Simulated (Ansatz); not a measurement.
A one-dimensional Te body, 6 atoms a period, stretched and compressed along its axis from its relaxed period of 5.643 Å, atoms relaxed at each length.

```yaml
crystal:
  lattice:
    - [17.50000, 0.00000, 0.00000]
    - [0.00000, 13.50000, 0.00000]
    - [0.00000, 0.00000, 5.64262]
  atoms:
    - { symbol: Te, position: [0.42562, 0.50000, 0.00000] }
    - { symbol: Te, position: [0.32675, 0.57601, 0.34070] }
    - { symbol: Te, position: [0.32675, 0.42399, 0.65930] }
    - { symbol: Te, position: [0.67113, 0.50000, 0.00000] }
    - { symbol: Te, position: [0.57465, 0.57710, 0.33868] }
    - { symbol: Te, position: [0.57465, 0.42290, 0.66132] }
```

Calculation: PBE+D3(BJ) (plane waves to 420 eV, PAW; Ansatz, a quantum-chemistry and plane-wave program). Mesh 1×1×52. No spin polarisation. One-dimensional cell, images about 11 Å apart. A hypothetical model. It keeps the symmetry and period of its start, so it need not be a minimum against all distortions. Values not marked SOC lack spin–orbit coupling. Buckling under compression is shut out by symmetry and the short period. Energies are free energies at a Fermi–Dirac width of 0.02 eV, from the unstrained cell.

```
strain (%)  energy (meV a period)  axial force (nN)  PBE gap (eV)
----------  ---------------------  ----------------  ------------
-3.0                          ___               ___           ___
-1.5                           +6             -0.22          1.14
0.0                             0              0.00          1.06
+1.5                          ___               ___           ___
+3.0                          +25             +0.47          0.85
```

Problem. Complete the blanks.

Solution. 
- -3.0, energy (meV a period): +25
- -3.0, axial force (nN): -0.47
- -3.0, PBE gap (eV): 1.15
- +1.5, energy (meV a period): +6
- +1.5, axial force (nN): +0.25
- +1.5, PBE gap (eV): 0.96
